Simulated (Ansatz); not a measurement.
The starting structures come from a database of crystals and need not be the phases stable at ambient conditions.

Tunnelling through a barrier is set by its complex band structure: the current falls as exp(−2κd) with the smallest κ.

```
YFS
1.0
    4.03179     0.00000     0.00000
   -2.01590    17.08051     0.00000
    2.01589     0.71377     3.41790
Y S F
4 4 4
Direct
  0.91667   0.25000   0.41667
  0.08333   0.75000   0.58333
  0.50000   0.50000   0.50000
  0.00000   0.00000   0.00000
  0.08054   0.41387   0.25280
  0.91946   0.58613   0.74720
  0.24720   0.91387   0.41946
  0.75280   0.08613   0.58054
  0.58333   0.25000   0.08333
  0.41667   0.75000   0.91667
  0.25000   0.25000   0.75000
  0.75000   0.75000   0.25000
```

Space group of this cell: P6_3/mmc. The cell is taken as given; by r2SCAN its mean pressure is 0.7 GPa.

Transport runs along the normal of the first two printed cell vectors, the (101) plane of the conventional cell.

The gap is the functional's own. No spin-orbit coupling. Mid-gap values are interpolated on the energy grid.

Task: Give the band gap and the smallest decay constant κ at mid-gap that r2SCAN run with Ansatz (a first-principles code) yields.

Result: Gap 2.98 eV on a 10×10×10 mesh; κ = 0.280 1/Å, at the zone centre.
